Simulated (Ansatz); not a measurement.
Here is the system:

```xyz
2
Lattice="0.0000 2.9241 2.9241 2.9241 0.0000 2.9241 2.9241 2.9241 0.0000" Properties=species:S:1:pos:R:3 pbc="T T T"
Ca     0.0000     0.0000     0.0000
Se     2.9241     2.9241     2.9241
```

No spin polarisation.

Method: PBE, PAW, 420 eV (Ansatz, a quantum-chemistry and plane-wave program; no spin-orbit coupling). k-mesh 10×10×10 (Γ-centred); smearing 0.05 eV (Fermi–Dirac).

### Question
What smallest direct gap does the calculation give?

### Answer
2.91 eV.

### Question
What gap character does the calculation give?

### Answer
Indirect, Γ → X.

### Question
Predict the band gap.

### Answer
1.95 eV.

Load acts through the strain it causes; cell and atoms are relaxed under it. No phonon test of stability was made. The cell was made from CaSe in the rock salt structure (space group Fm-3m, No. 225) by this change: pressure 3 GPa.
